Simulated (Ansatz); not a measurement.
Computed paths: Bi-vacancy pair in beta tin, neutral cell

System: Bi-vacancy pair (Bi on one host Sn site, one Sn site vacant) in beta tin (neutral cell). The numbers are results of PBE, PAW (plane waves to 420 eV; Ansatz, a quantum-chemistry and plane-wave program), not measurements.

Cell of 48 host sites held at the relaxed PBE lattice; a 2×2×2 k-point mesh shifted by half a step; Fermi-Dirac width 0.10 eV, spin-restricted; finite-size errors left in. No zero-point or tunnelling terms. Spin-orbit coupling is left out. Forms of the defect that were not tried may lie lower.

Barriers: single points on a 3×3×3 k-point mesh shifted by half a step at the bands' geometries (they differ from the bands' own by up to 0.07 eV, and are uncertain by about as much).

```json
[
 {"Route": "Bi and the vacancy change places (Bi-vacancy distance between ideal sites 3.08 Å throughout) (strongly reconstructed ends)", "Start site over the lowest site run (eV)": "0.00", "Hop (Å)": "2.14", "Forward barrier (eV)": "0.28", "Backward barrier (eV)": "0.28", "Neighbours at the start": "Sn at 3.14, Sn at 3.16, Sn at 3.17, Sn at 3.26, Sn at 3.29, Sn at 3.57 Å", "Neighbours at the saddle": "Sn at 3.27, Sn at 3.29, Sn at 3.32, Sn at 3.34 Å", "Saddle order": "not checked", "Forward, on the band's own sampling (eV)": "0.21"}
]
```

Paths come from nudged elastic bands with a climbing image.
